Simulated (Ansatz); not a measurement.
Input and output of a relaxation of cell and atoms for ZrIn₃ (I4/mmm, 8 atoms in the cell) (Ansatz, an electronic-structure program).

Method: PBEsol, default PAW files made with PBE (plane waves; Ansatz).

```
ZrIn3
1.0
   -2.16310     2.16310     9.55334
    2.16310    -2.16310     9.55334
    2.16310     2.16310    -9.55334
Zr In
2 6
Direct
  0.88102   0.88102   0.00000
  0.11898   0.11898   0.00000
  0.00000   0.50000   0.50000
  0.50000   0.00000   0.50000
  0.75000   0.25000   0.50000
  0.25000   0.75000   0.50000
  0.62387   0.62387   0.00000
  0.37613   0.37613   0.00000
```

Reference input (self-consistent single point, DFT, PBEsol, plane waves, default PAW files made with PBE): kpoints.mp_grid.grid = 5 5 5; hamiltonian.xc = pbesol; hamiltonian.pseudopotentials = {kind: paw} (the program's default PAW files); scf.occupations.method = cold; scf.occupations.width = 0.1 eV. This run's input differs from it in these lines:

```diff
@@ -21,2 +21,4 @@
   occupations: { method: cold, width: 0.1 }
+relax:
+  cell: {}
 output:
```

Log, with long lists cut:

```
   [... SCF lines of the steps left out ...]
relax step   1: F+E_penalty+E_count = -41412.05719021 eV  Δ(F+E_penalty+E_count) = +0.000e0 eV  max|allowed force component| = 4.719e-2 eV/Å  Δτ_max = 0.0000 Å  P = -2.394 GPa  Ω = 178.801 Å³  (7 SCF iters, dr2 threshold 1.00e-7 eV, accepted)
relax step   2: F+E_penalty+E_count = -41412.05582654 eV  Δ(F+E_penalty+E_count) = +1.364e-3 eV  max|allowed force component| = 1.272e-2 eV/Å  Δτ_max = 0.0162 Å  P = +2.937 GPa  Ω = 168.164 Å³  energy of the carried Pulay correction = +2.595e-3 eV  [...]
   [... lines left out ...]
relax step   4: F+E_penalty+E_count = -41412.10360793 eV  Δ(F+E_penalty+E_count) = -4.486e-4 eV  max|allowed force component| = 1.748e-3 eV/Å  Δτ_max = 0.0029 Å  P = -0.007 GPa  Ω = 173.552 Å³  energy of the carried Pulay correction = +1.261e-3 eV  [...]
relax step   5: F+E_penalty+E_count = -41412.10234649 eV  Δ(F+E_penalty+E_count) = +1.261e-3 eV  max|allowed force component| = 1.830e-3 eV/Å  Δτ_max = 0.0000 Å  P = -0.008 GPa  Ω = 173.552 Å³  stress off target by 1.21e-2 GPa  SCF on the basis [...]
basis re-selected at this cell: Δ(F+E_penalty+E_count) = +1.261e-3 eV, ΔP = -0.000 GPa vs the last step
the relaxation is at rest under the 16 symmetry operations that the run kept from its start: a minimum is not shown …
Stability not checked (fill_not_monotonic)
Free energy (F): -41412.102346 eV
Internal energy: -41412.100939 eV  (E = F + TS)
   [... lines left out ...]
Fermi energy:    13.589877 eV
  cell:  # Å, volume = 173.5521 Å³
   [... lines left out ...]
    - { symbol: In, position: [0.5, 1.6631741473691275e-36, 0.5] }
    - { symbol: In, position: [0.75, 0.24999999999999997, 0.5] }
    - { symbol: In, position: [0.24999999999999997, 0.75, 0.5] }
    - { symbol: In, position: [0.6245904483859076, 0.6245904483859076, 7.608008354431258e-37] }
    - { symbol: In, position: [0.3754095516140924, 0.3754095516140924, 7.608008354431258e-37] }
```

The run converged. 

Summary of the result:
| Quantity | Result |
|---|---|
| Free energy E − TS (on the zero of these files) | -41412.1023 eV |
| Fermi level (on the code's own zero) | 13.59 eV |
| Pressure | -0.01 GPa |
| Largest force (vector length) | 0.002 eV/Å |
| Final cell | a = b = c = 9.875 Å, α = β = 154.86°, γ = 35.85° |
| Final volume per atom | 21.69 Å³ |
| Relaxation steps | 5 |

The starting cell comes from a database of computed structures (which also holds hypothetical and non-ambient phases and stackings), without a prior relaxation at this level. The relaxation keeps the symmetry of its start, so its end need not be a minimum. Ansatz's pressure includes its estimate of the finite-basis (Pulay) stress.

Cost on one core of a shared machine: roughly 40 s.

Keys are those of Ansatz 0.2.
